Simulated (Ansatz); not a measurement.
**Several settings converged on a (001) slab of Na3BrO (cut from a parent of space group no. 221; 10 atoms in the cell)**

```
CELL_PARAMETERS angstrom
      4.51046     0.00000     0.00000
      0.00000     4.51046     0.00000
      0.00000     0.00000    20.76571
ATOMIC_POSITIONS crystal
  Na 0.00000 0.50000 0.33709
  Na 0.50000 0.00000 0.33709
  Na 0.50000 0.50000 0.44570
  Br 0.00000 0.00000 0.44570
  O  0.50000 0.50000 0.33709
  Na 0.00000 0.50000 0.55430
  Na 0.50000 0.00000 0.55430
  Na 0.50000 0.50000 0.66291
  Br 0.00000 0.00000 0.66291
  O  0.50000 0.50000 0.55430
```

Base method: PBEsol, default PAW files made with PBE (plane waves; Ansatz, a quantum-chemistry and plane-wave program).

Base settings: basis.ecutwfc = 30.9 Ry; kpoints.mp_grid.grid = 5 5 1; hamiltonian.xc = pbesol; hamiltonian.pseudopotentials = {kind: paw} (the program's default PAW files); scf.occupations.method = fermi_dirac; scf.occupations.width = 0.0015 Ry.

The count of work is k-points × plane waves × bands × iterations; it is no time. Core times come from one kind of shared machine, to one figure; runs under 30 s give none.

**The vacuum**

The mesh stays at the base's, so the ladder's end is converged at best in this setting alone.

Only quantities that move along the ladder and can be compared are tabulated.

```tsv
vacuum between outermost atoms (Å)	free energy less the last step's (meV/atom)	largest difference of a force vector from the last step's (eV/Å)	gap on the mesh (eV)	count of work / last
3.0	-53.59	0.533	1.769	0.27
4.0	-15.66	0.204	1.625	0.33
5.0	-3.84	0.066	1.636	0.36
6.0	-0.98	0.034	1.697	0.35
7.0	-0.28	0.025	1.750	0.37
8.0	-0.12	0.020	1.788	0.40
10.0	-0.05	0.014	1.824	0.45
12.0	-0.03	0.011	1.831	0.51
14.0	-0.03	0.008	1.830	0.57
17.0	-0.02	0.005	1.827	0.64
20.0	-0.02	0.004	1.824	0.73
25.0	-0.01	0.001	1.821	0.86
30.0	0.00	0.000	1.818	1.0
```

State of the gap on the mesh at the end of the ladder: still drifting one way, by 0.006 eV over the last two steps, so the last step is no safe reference.

Smallest vacuum between outermost atoms (Å) that holds the free energy within 0.5 meV/atom of the last step, with all finer ones: 7.0, at 0.37 of the last step's count of work; the step before is off by 0.98 meV/atom.

**The k-point mesh**

Only quantities that move along the ladder and can be compared are tabulated.

```csv
kpoints.mp_grid.grid,free energy less the last step's (meV/atom),largest difference of a force vector from the last step's (eV/Å),gap on the mesh (eV),count of work / last
2 2 1,17.03,0.046,1.824,0.083
3 3 1,1.32,0.004,1.841,0.083
4 4 1,0.17,0.001,1.830,0.17
5 5 1,0.03,0.000,1.830,0.17
6 6 1,0.02,0.000,1.823,0.28
7 7 1,0.01,0.000,1.825,0.28
9 9 1,0.00,0.000,1.825,0.42
10 10 1,0.01,0.000,1.824,0.58
12 12 1,0.00,0.000,1.823,0.78
14 14 1,0.00,0.000,1.823,1.0
```

Coarsest kpoints.mp_grid.grid that holds the free energy within 5 meV/atom of the last step, with all finer ones: 3 3 1, at 0.083 of the last step's count of work; the step before is off by 17 meV/atom.

Coarsest kpoints.mp_grid.grid that holds the forces within 0.02 eV/Å of the last step, with all finer ones: 3 3 1, at 0.083 of the last step's count of work; the step before is off by 0.046 eV/Å.

**The depth of the slab**

On a (001) slab of Na3BrO (cut from a parent of space group no. 221; 5 atoms in the cell), and deeper slabs.

The mesh stays at the base's, so the ladder's end is converged at best in this setting alone.

Only quantities that move along the ladder and can be compared are tabulated.

| atoms | gap on the mesh (eV) | count of work / last | core time / last (rough) |
|---|---|---|---|
| 5 | 1.887 | 0.054 | – |
| 10 | 1.830 | 0.16 | – |
| 15 | 1.840 | 0.36 | – |
| 20 | 1.848 | 0.51 | 0.4 |
| 25 | 1.852 | 0.74 | 0.6 |
| 30 | 1.854 | 1.0 | 1 |

Smallest size that holds the gap on the mesh within 0.02 eV of the last step, with all finer ones: 15, at 0.36 of the last step's count of work; the step before is off by 0.024 eV.

On the base run: the starting cell comes from a database of computed structures (which also holds hypothetical and non-ambient phases and stackings), without a prior relaxation at this level. The slab is cut from that crystal, and its faces are unrelaxed. Its lattice was rescaled by up to half a per cent. Spin polarisation is off, though cut faces can carry moments; a gap of a slab can lie between surface states. The two faces of this cut differ, and no dipole correction was used.

Keys are those of Ansatz 0.2.
